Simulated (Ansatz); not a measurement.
Al2Cu under a change: pressure 0.9 GPa

The parent structure is Al$_{2}$Cu (space group I4/mcm, No. 140; a = 6.0594 Å, c = 4.8739 Å).

It is then changed as follows: a hydrostatic pressure of 0.9 GPa.

Method: plane-wave PAW DFT at the PBE level (Ansatz, a first-principles code, 420 eV), no spin-orbit coupling, earlier PAW set. Settings: 12×12×12 k-points, 0.05 eV Fermi–Dirac smearing.

* **Volume per atom**: 14.78 Å³ (base 14.91 Å³)
* **Density**: 4.40 g/cm³ (base 4.36 g/cm³)
* **Shortest interatomic distance**: 2.429 Å (base 2.437 Å)
* **Enthalpy H = E + PV relative to the base's energy**: +0.08 eV/atom
* **Band gap**: zero (base zero)

Final structure:

```xyz
6
Lattice="-3.0211 3.0211 2.4294 3.0211 -3.0211 2.4294 3.0211 3.0211 -2.4294" Properties=species:S:1:pos:R:3 pbc="T T T"
Al     0.9557     3.9767     0.0000
Al     0.9557     2.0654     2.4294
Al     2.0654     0.9557     0.0000
Al     2.0654    -0.9557     2.4294
Cu     0.0000     0.0000     1.2147
Cu     0.0000     0.0000     3.6441
```

Load acts through the strain it causes; cell and atoms are relaxed under it. Whether these cells are dynamically stable was not tested. The final runs are not spin-polarised.
